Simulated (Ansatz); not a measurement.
Worked example: self-consistent single point of Ti3Al (P6_3/mmc, 8 atoms in the cell) in Ansatz (a quantum-chemistry and plane-wave program)

Method: LDA (PW92), default PAW files made with PBE (plane waves; Ansatz).

The input file:

Ansatz 0.2 input:
```yaml
# Ti3Al
crystal:
  lattice:
    - [5.97029300, 0.00000000, 0.00000000]
    - [-2.98514600, 5.17042500, 0.00000000]
    - [0.00000000, 0.00000000, 4.78863700]
  atoms:
    - { symbol: Ti, position: [0.83920000, 0.67840000, 0.25000000] }
    - { symbol: Ti, position: [0.16080000, 0.83920000, 0.75000000] }
    - { symbol: Ti, position: [0.32160000, 0.16080000, 0.25000000] }
    - { symbol: Ti, position: [0.16080000, 0.32160000, 0.75000000] }
    - { symbol: Ti, position: [0.83920000, 0.16080000, 0.25000000] }
    - { symbol: Ti, position: [0.67840000, 0.83920000, 0.75000000] }
    - { symbol: Al, position: [0.33333300, 0.66666700, 0.25000000] }
    - { symbol: Al, position: [0.66666700, 0.33333300, 0.75000000] }
basis:
  ecutwfc: 420.0 eV
kpoints:
  mp_grid: { grid: [5, 5, 5] }
hamiltonian:
  xc: lda
  pseudopotentials: { kind: paw }
scf:
  occupations: { method: methfessel_paxton, width: 0.136 eV }
output:
  forces: true
  eigenvalues: true
  stress: true
```

Output, abridged:

```
WARN the atoms were moved onto the symmetric positions of the space group found under crystal.symmetry.tolerance 1.0e-5 (fractional …
WARN ansatz: RAYON_NUM_THREADS=1 ignored (pool sized by the plan → 1); use --threads N
Pseudopotentials: kind: paw
Pseudopotential: Ti, paw, valence charge 12
Pseudopotential: Al, paw, valence charge 3
Crystal: 8 atoms, lattice volume = 147.820 Å³
Basis set: ecut = 420 eV, 2873 PW (Γ)
Bands: 47, of which v1, the nominal top of the filled ones, is band 39 counted from 1 (38 counted from 0)
Symmetry: 24 space group operations
Space group: P63/mmc (ITA 194), of the structure as read, at distance tolerance 5.3e-5 Å
k-points: 15 of 125
PAW frozen core: Ti, regenerated for the run's functional, and the local potential with it
PAW frozen core: Al, regenerated for the run's functional, and the local potential with it
Initial density: superposition of atomic densities (neutral atoms: chi_scale 0, normalization atom), corrected by the library's trained network
Initial wavefunctions: pseudopotential atomic-orbital guess
Eigensolver: davidson
Functional: x = slater, c = lda
SCF iter   1: F=—  HF=-15728.478076 eV  |F-HF|=—  |Δ(HF+E_count)|=         —  Δρ=6.27e-3  dr2=4.77e-2  ethr=1.77e-3  ⟨swp⟩=6.6  Hψ=2854  notcnv=0
all-band conjugate gradients solve this SCF's bands
preconditioner: auto → Kerker (q_TF=auto, 2.453 Å⁻¹)
SCF iter   2: F=—  HF=-15728.470815 eV  |F-HF|=—  |Δ(HF+E_count)|=   7.26e-3  S|Δr|=    0.00e0  Δρ=3.61e-3  dr2=1.96e-2  ethr=6.11e-5  ⟨swp⟩=1.7  Hψ=852  notcnv=0
SCF iter   3: F=—  HF=-15728.466443 eV  |F-HF|=—  |Δ(HF+E_count)|=   4.37e-3  S|Δr|=    0.00e0  Δρ=8.11e-4  dr2=1.48e-3  ethr=2.51e-5  ⟨swp⟩=2.0  Hψ=922  notcnv=0
SCF iter   4: F=—  HF=-15728.466109 eV  |F-HF|=—  |Δ(HF+E_count)|=   3.34e-4  S|Δr|=    0.00e0  Δρ=1.98e-4  dr2=7.36e-5  ethr=1.89e-6  ⟨swp⟩=2.0  Hψ=913  notcnv=0
SCF iter   5: F=—  HF=-15728.466080 eV  |F-HF|=—  |Δ(HF+E_count)|=   2.92e-5  S|Δr|=    0.00e0  Δρ=8.07e-5  dr2=1.13e-5  ethr=9.43e-8  ⟨swp⟩=2.1  Hψ=1020  notcnv=0
SCF iter   6: F=—  HF=-15728.466078 eV  |F-HF|=—  |Δ(HF+E_count)|=   2.35e-6  S|Δr|=    0.00e0  Δρ=1.63e-5  dr2=4.28e-7  ethr=1.45e-8  ⟨swp⟩=2.0  Hψ=934  notcnv=0
SCF iter   7: F=-15728.466078 eV  HF=-15728.466078 eV  |F-HF|=6.49e-9  |Δ(HF+E_count)|=   1.22e-7  S|Δr|=    0.00e0  Δρ=2.73e-6  dr2=1.07e-8  ethr=1.28e-10  ⟨swp⟩=8.4  Hψ=2748  notcnv=0
SCF 1 converged in 7 iterations: F = -15728.466078 eV  dr2 = 1.07e-8
SCF converged after 7 iterations
Stability not checked (fill_not_monotonic)
Free energy (F): -15728.466078 eV
Harris-Foulkes:  -15728.466078 eV  (|F-HF|=6.49e-9)
Internal energy: -15728.479274 eV  (E = F + TS)
E sigma→0 (E₀):  -15728.469377 eV
Entropy (-TS):   0.013197 eV (1.650 meV/atom)
Fermi energy:    10.444217 eV
--- Per-component energies (eV) ---
  E_band       = -1093.156683
  E_kinetic    = 1664.795918
  E_local      = -6109.841152  (includes V_loc(G=0)·N_el)
  E_nonlocal   = 94.756207
  E_hartree    = 2536.591446
  E_xc         = -652.105659
  E_vxc        = -779.951657  (∫ρ·V_xc dr)
  E_paw        = -6879.358193  (= ΣΔE_a)
  E_vpaw       = -1036.100167  (= ΣTr[D̂ρ^β])
  E_aug_tail   = 0.000596  (compensation charges beyond the density's cutoff)
  E_ewald      = -6385.385572
  E_core_change = 2.067135  (= ΣΔE_core)
  E_smearing   = 0.013197  (= −TS)
  E_closure    = 0.000000  (closes the sum)
  Σ components = -15728.466078   (vs F -15728.466078, Δ=0.00e0)
--- Forces (eV/Å), atoms counted from 1 ---
  atom   1  Ti    -0.00000003    -0.51842821     0.00000000
  atom   2  Ti     0.44897199    -0.25921413     0.00000000
  atom   3  Ti     0.44897201     0.25921408     0.00000000
  atom   4  Ti     0.00000003     0.51842821     0.00000000
  atom   5  Ti    -0.44897199     0.25921413     0.00000000
  atom   6  Ti    -0.44897201    -0.25921408     0.00000000
  atom   7  Al     0.00000000     0.00000000     0.00000000
  atom   8  Al    -0.00000000    -0.00000000     0.00000000
  max |Σ_I F_I| component: 2.22e-16 eV/Å
--- Stress (GPa, compression-positive) ---
      -15.230726       0.000000       0.000000
        0.000000     -15.230726       0.000000
        0.000000       0.000000     -15.057263
  P = ⅓ Tr σ = -15.1729 GPa (-151.729 kbar)
  The stress holds the Pulay correction. Without it, at fixed plane waves, as pw.x and ABINIT print it: P = -15.2083 GPa
--- Band table (eV; the first three rows and the last of 15) ---
  k-point 0: bands = ["-45.7550", "-45.6836", "-45.6836", "-45.6725", "-45.6434", "-45.6434", "-22.5149", "-22.4995", "-22.3908", "-22.3713", "-22.3713", "-22.3504", "-22.3504", "-22.3342", "-22.3342", "-22.2332", "-22.1338", "-22.1338", "-22.0882", [...]
  k-point 1: bands = ["-45.7472", "-45.6804", "-45.6797", "-45.6797", "-45.6473", "-45.6473", "-22.5016", "-22.4964", "-22.4336", "-22.4336", "-22.3724", "-22.3687", "-22.3687", "-22.2622", "-22.2622", "-22.2195", "-22.1245", "-22.1245", "-22.1022", [...]
  k-point 2: bands = ["-45.7266", "-45.7011", "-45.6697", "-45.6697", "-45.6573", "-45.6573", "-22.4900", "-22.4880", "-22.4563", "-22.4563", "-22.4271", "-22.4271", "-22.3022", "-22.1948", "-22.1835", "-22.1732", "-22.1732", "-22.1387", "-22.1260", [...]
  k-point 14: bands = ["-45.7124", "-45.6883", "-45.6811", "-45.6772", "-45.6640", "-45.6589", "-22.4517", "-22.4332", "-22.4263", "-22.4049", "-22.3979", "-22.3871", "-22.2491", "-22.2353", "-22.1957", "-22.1904", "-22.1765", "-22.1693", [...]
```

The run converged in 7 iterations.

The starting cell was generated: these elements placed on a structure prototype, without a prior relaxation; it need not be a known phase or ordering of this composition. Its lattice was rescaled by a random factor within 2.5 % of one. Spin polarisation is off. With a pressure of about -15 GPa the cell is away from its equilibrium volume at this level. Ansatz's pressure includes its estimate of the finite-basis (Pulay) stress.
